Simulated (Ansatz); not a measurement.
Nb, response to strain

The reference is Nb in the bcc (W type) structure (space group Im-3m, No. 229; relaxed with 0.1 eV smearing).

```
CELL_PARAMETERS angstrom
     -1.62421     1.62421     1.62421
      1.62421    -1.62421     1.62421
      1.62421     1.62421    -1.62421
ATOMIC_POSITIONS crystal
  Nb 0.00000 0.00000 0.00000
```

Cartesian axes are those of the cell as printed.

Strains are applied to the cell and any free atomic positions relax.

Method: LDA (Ansatz, a first-principles code), without spin-orbit coupling.

Notes on the quantities. energy relative to the base: free energy F; pressure: mean of the normal stresses, compression positive.

```json
[
 {"change": "base", "energy relative to the base": "0 meV/atom", "pressure": "0.0 GPa", "shortest interatomic distance": "5.316 bohr"},
 {"change": "uniaxial strain ε_zz = −2.50 %", "energy relative to the base": "+9.5 meV/atom", "pressure": "5.1 GPa", "shortest interatomic distance": "5.272 bohr"},
 {"change": "uniaxial strain ε_zz = −2.00 %", "energy relative to the base": "…", "pressure": "…", "shortest interatomic distance": "…"},
 {"change": "uniaxial strain ε_zz = −1.00 %", "energy relative to the base": "+1.5 meV/atom", "pressure": "1.9 GPa", "shortest interatomic distance": "5.299 bohr"},
 {"change": "uniaxial strain ε_zz = +0.50 %", "energy relative to the base": "+0.4 meV/atom", "pressure": "-0.9 GPa", "shortest interatomic distance": "5.325 bohr"},
 {"change": "uniaxial strain ε_zz = +1.00 %", "energy relative to the base": "+1.5 meV/atom", "pressure": "-1.8 GPa", "shortest interatomic distance": "5.334 bohr"},
 {"change": "uniaxial strain ε_zz = +1.50 %", "energy relative to the base": "+3.2 meV/atom", "pressure": "-2.7 GPa", "shortest interatomic distance": "5.343 bohr"},
 {"change": "uniaxial strain ε_zz = +2.00 %", "energy relative to the base": "+5.7 meV/atom", "pressure": "-3.6 GPa", "shortest interatomic distance": "5.352 bohr"},
 {"change": "uniaxial strain ε_zz = +2.50 %", "energy relative to the base": "+8.9 meV/atom", "pressure": "-4.4 GPa", "shortest interatomic distance": "5.361 bohr"},
 {"change": "uniaxial strain ε_zz = +3.00 %", "energy relative to the base": "+13 meV/atom", "pressure": "-5.2 GPa", "shortest interatomic distance": "5.370 bohr"}
]
```

Task: Complete the table.

Result: 
- uniaxial strain ε_zz = −2.00 %, energy relative to the base: +6.0 meV/atom
- uniaxial strain ε_zz = −2.00 %, pressure: 4.0 GPa
- uniaxial strain ε_zz = −2.00 %, shortest interatomic distance: 5.281 bohr

Stability against distortions was not tested. The final runs are not spin-polarised.
